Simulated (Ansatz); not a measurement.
# Effect of x(Rh) = 0.25, 4 atoms, Pmmm on Ag

Take Ag in the fcc (Cu type) structure (space group Fm-3m, No. 225; a = 4.149 Å) as the base.

The other end (x = 1) is Rh in the fcc (Cu type) structure (space group Fm-3m, No. 225): 14.05 Å³/atom, gap zero.

Modification: a fraction x = 0.25 of the Ag sites is given to Rh, ordered in a cell of 4 atoms (starting symmetry Pmmm) and fully relaxed.

All numbers come from Ansatz (a quantum-chemistry and plane-wave program) PBE, without spin-orbit coupling. Γ-centred 17×11×8 mesh, Fermi–Dirac width 0.05 eV, for the changed cell.

| quantity | base | changed | shift |
|---|---|---|---|
| density | 10.03 g/cm³ | 10.55 g/cm³ | +0.52 g/cm³ |
| shortest interatomic distance | 2.933 Å | 2.794 Å | -0.139 Å |
| band gap | zero | zero | – |
| mixing energy (to 0.01 eV only: unlike meshes or grids) | – | +0.19 eV/atom | – |
| deviation of the volume from the linear (Vegard-type) interpolation | – | -0.7 % | – |

Each cell is one ordered arrangement of few atoms, which overstates ordering effects compared with a random alloy. Whether these cells are dynamically stable was not tested. All final runs are without spin polarisation. Ag3Rh has a high density of states at the Fermi level and may be magnetic at this level.
